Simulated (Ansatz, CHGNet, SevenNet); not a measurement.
## TiAl₃ (model structure, started from the D022 type, I4/mmm, No. 139, 4 atoms in the cell): properties by level of theory

```tsv
level (code)	equilibrium lattice constant a (Å)	lattice parameter c (Å)
CHGNet 0.3.0	3.847	8.627
SevenNet-0	3.836	8.677
SevenNet-l3i5	3.838	8.637
PBE (Ansatz)	3.845	8.619
PBEsol (Ansatz)	3.816	8.550
r²SCAN (Ansatz)	3.824	8.560
```

Ansatz's density-functional and Hartree–Fock values are scalar-relativistic unless marked +SOC, with PAW data made under PBE.

The crystal itself was run without spin with PBE, PBEsol, r²SCAN; a magnetic state was not tried in these runs.

A model structure was made by putting elements into a prototype or built by hand; here it ended with the formula and space group of a phase in our tables.

Ansatz is a first-principles code.
